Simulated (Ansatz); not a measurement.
# A computed series for SrTiO3: response to strain

Consider SrTiO₃ in the cubic perovskite structure (space group Pm-3m, No. 221).

```xyz
5
Lattice="3.8542 0.0000 0.0000 0.0000 3.8542 0.0000 0.0000 0.0000 3.8542" Properties=species:S:1:pos:R:3 pbc="T T T"
Sr     0.0000     0.0000     0.0000
Ti     1.9271     1.9271     1.9271
O      1.9271     0.0000     1.9271
O      0.0000     1.9271     1.9271
O      1.9271     1.9271     0.0000
```

Strains are applied to the cell and any free atomic positions relax.

The values are results of Ansatz (a first-principles code) LDA, without spin-orbit coupling, not measurements.

Notes on the quantities. energy relative to the base: free energy F.

```json
[
 {"variant": "base", "energy relative to the base": "0 meV/atom", "band gap": "1.85 eV", "smallest direct gap": "2.17 eV", "volume per atom": "11.45 Å³", "width of the top valence band": "1.07 eV"},
 {"variant": "isotropic strain −3.00 %", "energy relative to the base": "+65 meV/atom", "band gap": "2.00 eV", "smallest direct gap": "2.23 eV", "volume per atom": "10.45 Å³", "width of the top valence band": "1.23 eV"},
 {"variant": "isotropic strain −2.40 %", "energy relative to the base": "+41 meV/atom", "band gap": "1.97 eV", "smallest direct gap": "2.22 eV", "volume per atom": "10.65 Å³", "width of the top valence band": "1.20 eV"},
 {"variant": "isotropic strain −1.80 %", "energy relative to the base": "+22 meV/atom", "band gap": "1.94 eV", "smallest direct gap": "2.21 eV", "volume per atom": "10.84 Å³", "width of the top valence band": "1.16 eV"},
 {"variant": "isotropic strain −1.20 %", "energy relative to the base": "+9.7 meV/atom", "band gap": "1.91 eV", "smallest direct gap": "2.20 eV", "volume per atom": "11.04 Å³", "width of the top valence band": "1.13 eV"},
 {"variant": "isotropic strain −0.60 %", "energy relative to the base": "+2.3 meV/atom", "band gap": "1.88 eV", "smallest direct gap": "2.19 eV", "volume per atom": "11.25 Å³", "width of the top valence band": "1.10 eV"}
]
```

Whether these cells are dynamically stable was not tested. All final runs are without spin polarisation. Many cubic perovskites are stable only at high temperature; tilts and polar distortions were not tested.
